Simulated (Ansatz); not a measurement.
# AlN: strain along the normal

AlN (zinc blende, F-43m, 10.430 Å³/atom at rest) under an equal strain ε in the (001) plane with the normal axis free, as in a coherent film. r2SCAN in Ansatz, a plane-wave DFT program (PAW, default set), 500 eV, 13×13×13 Γ-centred mesh, Fermi-Dirac smearing 0.05 eV; ions are relaxed within the symmetry of each cell.

Here s stands for strain and y for normal strain.

```
strain (%)  normal strain (%)
----------  -----------------
-3.00                       ?
-1.50                    1.52
-1.00                    1.02
-0.50                    0.52
0.00                     0.00
0.50                    -0.53
1.00                    -1.07
1.50                    -1.63
```

Q: Using a straight line, estimate the missing y at s = -3.00 from the other rows, showing the fit.

A: Means: s 0, y -0.024. About the means, the sum of products is -7.3400 and the sum of squares of s is 7.0000; the slope is their ratio. Least squares gives y = -0.024 - 1.0486·s. Residuals (row less fit): -0.029, -0.005, 0.020, 0.024, 0.018, 0.003, -0.033; standard error 0.026 (degrees of freedom: 5). The slope, -1.05 ± 0.01, is the elastic response of the normal axis, −2C12/C11 for this plane. At the withheld row, y = -0.024 - 1.0486 × (-3.0) = 3.122%. The calculation gives 2.94%, 0.182% below the prediction (4.0 % of the range of y in the table). The row lies outside the fitted rows, so this is an extrapolation. From the scatter of the fitted rows alone, a prediction at this place has a standard error of 0.040%, so the miss is 4.5 times that.

One order more, fitted to all 13 runs of the series, follows each within 0.01, so the miss is the next term of a smooth law. AlN is here a metastable form; wurtzite is the usual one. Rows are the converged runs of the series near zero and its far end; series whose fitted rows scatter by over a few per cent of the range, as at a crossing or softening among them, aren't shown in this form. Most that stay on the fit to the last digits aren't either.
